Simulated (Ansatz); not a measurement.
Results of PBEsol (plane waves, PAW; Ansatz, a quantum-chemistry and plane-wave program) for WPt (model structure, Fm-3m, No. 225, 2 atoms in the cell).

Run with plane-wave cutoff 520 eV, 20×20×20 k mesh, Fermi–Dirac smearing 0.05 eV, no spin polarisation, scalar-relativistic PAW data made under PBE.

Cell (relaxed at this level):

```
PtW
1.0
    0.00000     2.60090     2.60090
    2.60090     0.00000     2.60090
    2.60090     2.60090     0.00000
Pt W
1 1
Direct
  0.00000   0.00000   0.00000
  0.50000   0.50000   0.50000
```

### Question
Estimate the bulk modulus B0 that the calculation returns.

### Answer

- bulk modulus B0: 244 GPa

Note: the run has no spin polarisation, so it can have missed a magnetic state; the bulk modulus is −V dP/dV from two relaxed cells at ±2 % in volume; the relaxation could raise the start's symmetry but not lower it, so the cell can be a saddle point.

Spin–orbit coupling is not included.

Static lattice: no zero-point or thermal effects.

Cost on a shared machine: about 40 core-seconds (a rough figure).

A model structure was made by putting elements into a prototype or built by hand; it is no filed structure, need not be a known phase, and can be a saddle point held by its symmetry.
